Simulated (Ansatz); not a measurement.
Take Ge in the diamond structure (space group Fd-3m, No. 227; a = 5.676 Å) as the base.

Structures relaxed with Ansatz (an electronic-structure program), PBEsol, PAW, cutoff 420 eV, no spin-orbit coupling.

Base:

Simulated powder pattern, Cu Kα, λ = 1.54184 Å (kinematic, ideal powder, no thermal factors, no anomalous dispersion; the 14 strongest lines at most, above 2 %, up to 2θ = 90°):

```tsv
2θ (°)	I/Imax (%)	hkl
27.21	100	(111)
45.18	75	(220)
53.55	45	(311)
65.81	12	(400)
72.60	18	(331)
83.42	24	(422)
89.78	14	(333)
```

Now apply this change: full substitution Ge → Sn; the structure is relaxed again.

### Question
Where do the lines fall after the change?

### Answer

Simulated powder pattern, Cu Kα, λ = 1.54184 Å (kinematic, ideal powder, no thermal factors, no anomalous dispersion; the 14 strongest lines at most, above 2 %, up to 2θ = 90°):

```tsv
2θ (°)	I/Imax (%)	hkl
23.56	100	(111)
38.95	80	(220)
46.03	49	(311)
56.26	13	(400)
61.84	20	(331)
70.55	27	(422)
75.54	15	(333)
83.64	8.5	(440)
88.43	15	(531)
```

The indices refer to each structure's own conventional cell; one index is shown for lines that coincide.

Stability against distortions was not tested.
